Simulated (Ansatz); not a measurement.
The starting structures come from a database of crystals and need not be the phases stable at ambient conditions.

Crystal: SrP (P-62m, not sure to be the ambient phase, 12 atoms a cell, 28.5 Å³ an atom); planes in its conventional cell.

These are r2SCAN (plane waves, PAW; Ansatz, an electronic-structure program) values and carry that method's errors.

No gap correction and no spin-orbit coupling; mid-gap values are interpolated between computed energies.

```
plane  area of the cell (Å²)  mid-gap κ (1/Å)  largest κ in the gap (1/Å)
-----  ---------------------  ---------------  --------------------------
(001)                   56.6             0.11                        0.13
(100)                   48.9              ___                         ___
```

### Question
The slowest decay depends on the direction. Supply the withheld values.

### Answer

- (100), mid-gap κ (1/Å): 0.23
- (100), largest κ in the gap (1/Å): 0.23
